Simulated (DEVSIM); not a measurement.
System: Ge n-i-p diode, at 400 K.

```tsv
layer (left to right)	material	thickness (μm)	Nd (cm⁻³)	Na (cm⁻³)	τn (s)	τp (s)
1	Ge	0.880	2.6e18	-	1.2e-7	1.2e-7
2	Ge	38.0	-	4.4e11	1.2e-7	1.2e-7
3	Ge	1.80	-	2e18	1.2e-7	1.2e-7
```

Left contact: ohmic. Right contact: ohmic. Voltage is applied to the left contact. Recombination: SRH at mid-gap. Mobility is μmin + (μ − μmin)/(1 + (N/Nref)^α).

Constants are typed, rounded textbook-type inputs, not results; the design itself was drawn at random and stands for no fabricated device. Values at 300 K; Nc and Nv go as T^1.5, mobilities as T to minus their exponent, the gap by Varshni's rule with the affinity fixed.

| parameter | Ge |
|---|---|
| gap (eV) | 0.664 |
| affinity (eV) | 4 |
| permittivity | 16 |
| Nc (cm⁻³) | 1.04e19 |
| Nv (cm⁻³) | 6e18 |
| μn (cm²/Vs) | 3900 |
| μp (cm²/Vs) | 1900 |
| μn,min | 150 |
| μp,min | 100 |
| Nref,n | 2.6e17 |
| Nref,p | 4e17 |
| αn | 0.56 |
| αp | 0.6 |
| T exponent of μn | 1.66 |
| T exponent of μp | 2.33 |
| Varshni α (eV/K) | 0.000477 |
| Varshni β (K) | 235 |

Model (solved in DEVSIM): 1D drift-diffusion, Boltzmann statistics, complete ionisation; no tunnelling, impact ionisation, image-force lowering or self-heating.

The doping Na of layer 3 was swept, all else fixed.

```csv
doping Na of layer 3 (cm^-3),potential step across the device at zero bias (V),dark forward voltage at 100 A/cm² (V)
6e16,0.388,0.203
2e17,0.429,0.216
6e17,0.467,0.231
2e18,0.509,0.245
```

From the first row to the last the potential step across the device at zero bias goes from 0.388 to 0.509. From the first row to the last the dark forward voltage at 100 A/cm² goes from 0.203 to 0.245.
